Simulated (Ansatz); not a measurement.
The reference is TiO2 in the anatase structure (space group I4_1/amd, No. 141; a = 3.7697 Å, c = 9.5521 Å).

Method: Kohn–Sham DFT with the PBEsol functional, run in Ansatz (a first-principles code) with PAW and 420 eV plane waves, no spin-orbit coupling.

Carriers are added at fixed cell with a uniform background; the Fermi–Dirac width is that of 300 K.

One change was made to it. Results:

| quantity | base | after |
|---|---|---|
| Fermi level relative to the doped band's edge (positive inside the band; to 0.05 eV) | – | +0.45 eV |
| gap between the host's bands | 2.11 eV | 2.45 eV |

Which of these changes matches the shifts?
A. holes 2.0×10^22 cm⁻³
B. holes 2.0×10^21 cm⁻³
C. holes 7.0×10^21 cm⁻³
D. electrons 2.0×10^22 cm⁻³
E. electrons 2.0×10^21 cm⁻³

A, holes 2.0×10^22 cm⁻³. For comparison, the gap between the host's bands in the other runs: holes 2.0×10^21 cm⁻³ gives 2.14 eV; holes 7.0×10^21 cm⁻³ gives 2.21 eV; electrons 2.0×10^21 cm⁻³ gives 2.20 eV; electrons 2.0×10^22 cm⁻³ gives 2.92 eV.

Charged cell with a jellium background: band edges are those of the host's band count, energies are not comparable with the neutral cell, and many-body gap narrowing is missing. Whether these cells are dynamically stable was not tested. The base started in C2/c and relaxed to I4_1/amd at this level. All final runs are without spin polarisation.
